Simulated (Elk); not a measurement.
Input and output of a self-consistent single point for LaSiNi₄ (Cmmm, 6 atoms in the cell) (Elk).

Computed with LDA (PW92), all-electron FP-LAPW, Elk's shipped species files, default APW+lo basis (Elk).

The change in words: lattice scaled by 0.98. Reference geometry:
```
LaSiNi4
1.0
    2.60688    -4.11702     0.00000
    2.60688     4.11702     0.00000
    0.00000     0.00000     3.94953
La Si Ni
1 1 4
Cartesian
  0.00000   0.00000   0.00000
  2.60688   0.00000   1.97477
  2.60688   1.29727   0.00000
  2.60688  -1.29727   0.00000
  1.30344  -2.05851   1.97477
  1.30344   2.05851   1.97477
```

Reference input (self-consistent single point, DFT, LDA (PW92), all-electron FP-LAPW, Elk's shipped species files, default APW+lo basis): xctype = 3; rgkmax = 7; stype = 3; swidth = 0.00367493 Ha; ngridk = 6 6 7; rmtscf = 0.91. This run's input differs from it in these lines:

```diff
@@ -19,5 +19,5 @@
 avec
-    4.9262892398   -7.7800308010    0.0000000000
-    4.9262892398    7.7800308010    0.0000000000
-    0.0000000000    0.0000000000    7.4635300210
+    4.8277626991   -7.6244307519    0.0000000000
+    4.8277626991    7.6244307519    0.0000000000
+    0.0000000000    0.0000000000    7.3142586647
```

The program printed (abridged):

```
│ Self-consistent loop started │
│ Loop number : 1 │
 total energy                :     -14895.4881895
│ Loop number : 2 │
 total energy                :     -14893.6624140
RMS change in Kohn-Sham potential (target) :   0.2750151102     (  0.1000000000E-05)
Absolute change in total energy (target)   :    1.825775493     (  0.1000000000E-03)
│ Loop number : 3 │
 total energy                :     -14884.3287722
RMS change in Kohn-Sham potential (target) :   0.1928916450     (  0.1000000000E-05)
Absolute change in total energy (target)   :    9.790085637     (  0.1000000000E-03)
│ Loop number : 4 │
   [... lines left out ...]
Absolute change in total energy (target)   :   0.1283571879E-02 (  0.1000000000E-03)
│ Loop number : 16 │
 total energy                :     -14853.9942129
RMS change in Kohn-Sham potential (target) :   0.3616041880E-05 (  0.1000000000E-05)
Absolute change in total energy (target)   :   0.6144447361E-03 (  0.1000000000E-03)
│ Loop number : 17 │
 total energy                :     -14853.9940180
RMS change in Kohn-Sham potential (target) :   0.7102871194E-06 (  0.1000000000E-05)
Absolute change in total energy (target)   :   0.4129161243E-04 (  0.1000000000E-03)
Convergence targets achieved

│ Loop number : 18 │

Energies :
 Fermi                       :     0.383415524150
 total energy                :     -14853.9940254

Density of states at Fermi energy :    101.1243623
 (states/Hartree/unit cell)

Estimated indirect band gap :   0.4575705909E-03
 from k-point     32 to k-point     37
Estimated direct band gap   :   0.6068809925E-02
 at k-point     49

Charges :
 core                        :    104.0000000
 valence                     :    79.00000000
 interstitial                :    9.110712299
 muffin-tins (core leakage)
  species :    1 (La)
   atom    1                 :    54.15580618     (  0.8787660246E-03)
  species :    2 (Si)
   atom    1                 :    11.85751947     (  0.3802827041E-02)
  species :    3 (Ni)
   atom    1                 :    27.00759446     (  0.9375768363E-03)
   atom    2                 :    27.00759446     (  0.9375768363E-03)
   atom    3                 :    26.93038656     (  0.9250681054E-03)
   atom    4                 :    26.93038656     (  0.9250681054E-03)
 total in muffin-tins        :    173.8892877
 total calculated charge     :    182.9812147
 total charge                :    183.0000000
 error                       :   0.1878533221E-01

│ Self-consistent loop stopped │
```

The run converged in 18 iterations. The count includes the last loop, which Elk runs after its targets are met. Against the reference run the free energy falls by 96.6 meV/atom.

The starting cell comes from a database of computed structures (which also holds hypothetical and non-ambient phases and stackings), without a prior relaxation at this level. For this run, on top of that: lattice scaled by 0.98. Spin polarisation is off. Values depend on the basis (sphere radii, cutoffs, local orbitals), which need not be converged. The log's line on a gap gives a spacing of levels on this mesh, which the program prints for metals too.

Cost on one core of a shared machine: roughly 80 s.
